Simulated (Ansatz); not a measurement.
Base system: SiO₂ (space group P4_12_12, No. 92; a = 4.9797 Å, c = 6.9166 Å). Axes: x, y, z lie along a, b, c of the conventional cell.

Calculations: r2SCAN/PAW in Ansatz (a quantum-chemistry and plane-wave program), scalar-relativistic without spin-orbit coupling, earlier PAW set.

Base values:

```
Property                              Result
---------------------  ---------------------
Band gap                             6.35 eV
Valence-band top at Γ  0.00, -0.31, -0.31 eV
```

The change: the cell is compressed by 0.51 % along x with no lateral relaxation; the atoms relax in the strained cell.

**Question.** What does the calculation give for the band gap, stress, valence-band top at Γ and energy relative to the base after the change?

**Answer.** The band gap grows by 0.01 eV (6.35 eV → 6.36 eV); the stress (xx, yy, zz, yz, xz, xy; compression positive) comes out as (0.33, -0.01, -0.05, 0.00, 0.00, 0.00) GPa; the valence-band top at Γ (three highest levels, from the VBM) goes from 0.00, -0.31, -0.31 eV to 0.00, -0.31, -0.32 eV; the energy stays essentially unchanged.

Stability against distortions was not tested.
